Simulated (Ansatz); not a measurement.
System: InP (model structure, started from the CsCl type, Pm-3m, No. 221, 2 atoms in the cell). Method: PBEsol (Ansatz, an electronic-structure program, PAW).

Settings: plane-wave cutoff 520 eV, 18×18×18 k mesh, Fermi–Dirac smearing 0.05 eV, scalar-relativistic PAW data made under PBE.

Cell (relaxed at this level):

```
InP
1.0
    3.38692     0.00000     0.00000
    0.00000     3.38692     0.00000
    0.00000     0.00000     3.38692
In P
1 1
Direct
  0.00000   0.00000   0.00000
  0.50000   0.50000   0.50000
```

Problem. What does this level give for the bulk modulus B0?

Solution. 
* **bulk modulus B0**: 75.2 GPa

The run finds no gap.

Note: the bulk modulus is −V dP/dV from two relaxed cells at ±2 % in volume; the relaxation could raise the start's symmetry but not lower it, so the cell can be a saddle point.

Spin–orbit coupling is not included; it can open a gap where bands touch, and shift volumes and moduli.

Static lattice: no zero-point or thermal effects.

The result took very roughly 40 core-seconds.

A model structure was made by putting elements into a prototype or built by hand; it is no filed structure, need not be a known phase, and can be a saddle point held by its symmetry.
